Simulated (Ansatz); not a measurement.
BeTe, response to strain

The reference is BeTe in the zinc blende structure (space group F-43m, No. 216; a = 5.657 Å). Axes: x, y, z lie along the cube axes.

Strains are applied to the cell and any free atomic positions relax; under biaxial strain the out-of-plane vector relaxes too; under stress the whole cell relaxes.

Computed with DFT with r2SCAN, PAW potentials and a 500 eV plane-wave cutoff in Ansatz (an electronic-structure program), no SOC.

Notes on the quantities. energy relative to the base: free energy F.

```tsv
case	volume per atom	space group	electron mass	energy relative to the base	smallest direct gap
base	22.63 Å³	F-43m (No. 216)	2.1 mₑ along k, 0.25 mₑ across (at X)	0 meV/atom	4.04 eV
biaxial strain −4.29 %, plane normal [001], relaxed out of plane	21.38 Å³	I-4m2 (No. 119)	1.7 mₑ along k, 0.25 mₑ across (at X)	+32 meV/atom	3.80 eV
biaxial strain −2.42 %, plane normal [001], relaxed out of plane	___	I-4m2 (No. 119)	1.9 mₑ along k, 0.25 mₑ across (at X)	+9.7 meV/atom	3.91 eV
biaxial strain −1.04 %, plane normal [001], relaxed out of plane	22.33 Å³	I-4m2 (No. 119)	2.0 mₑ along k, 0.25 mₑ across (at X)	+1.7 meV/atom	3.98 eV
isotropic strain −1.73 %	21.47 Å³	F-43m (No. 216)	___	___	3.99 eV
isotropic strain +1.44 %	23.62 Å³	F-43m (No. 216)	2.4 mₑ along k, 0.26 mₑ across (at X)	+7.5 meV/atom	4.06 eV
uniaxial strain ε_xx = +5.09 %	23.78 Å³	I-4m2 (No. 119)	2.9 mₑ along k, 0.27 mₑ across (at X)	+18 meV/atom	3.90 eV
uniaxial strain ε_yy = −2.26 %	22.12 Å³	I-4m2 (No. 119)	2.0 mₑ along k, 0.25 mₑ across (at X)	___	3.91 eV
uniaxial stress, 0.5 GPa tension along z	22.69 Å³	I-4m2 (No. 119)	2.1 mₑ along k, 0.25 mₑ across (at X)	+0.2 meV/atom	4.02 eV
tensor shear ε_yz = −3.37 %	22.60 Å³	Imm2 (No. 44)	–	+17 meV/atom	3.37 eV
```

Question: Some entries are withheld; estimate them.

Answer: 
- biaxial strain −2.42 %, plane normal [001], relaxed out of plane, volume per atom: 21.93 Å³
- isotropic strain −1.73 %, electron mass: 1.8 mₑ along k, 0.24 mₑ across (at X)
- isotropic strain −1.73 %, energy relative to the base: +12 meV/atom
- uniaxial strain ε_yy = −2.26 %, energy relative to the base: +3.7 meV/atom

With Te present, leaving out spin-orbit coupling can change the band edges. Effective masses come from finite differences of ±0.01 Å⁻¹. Along k means along the line from Γ to the band edge. Beyond what the load breaks, stability against distortions was not tested.
